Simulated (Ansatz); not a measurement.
Consider Mg$_{2}$Sn (space group Fm-3m, No. 225; a = 6.818 Å; relaxed with 0.1 eV smearing). Axes: x, y, z lie along the cube axes.

Calculations: Ansatz (a quantum-chemistry and plane-wave program), PBE, PAW, cutoff 420 eV, scalar-relativistic without spin-orbit coupling.

Now apply this change: every lattice vector is shortened by 2.00 %; the atoms relax in the strained cell.

Problem. Predict the stress tensor and what it implies for the stiffness.

Solution. Stress of the strained cell less that of the base (GPa, compression positive):
```
    2.8     0.0     0.0
    0.0     2.8     0.0
    0.0     0.0     2.8
```

Then B = −ΔP/(ΔV/V₀) with ΔV/V₀ = -0.0588 gives secant stiffness values (nonlinear terms included at this strain): B ≈ 47 GPa.

As a check, the harmonic strain energy −½ V₀ Δσ:ε is 14 meV/atom; the computed energy rise is 13 meV/atom.

Stability against distortions was not tested.
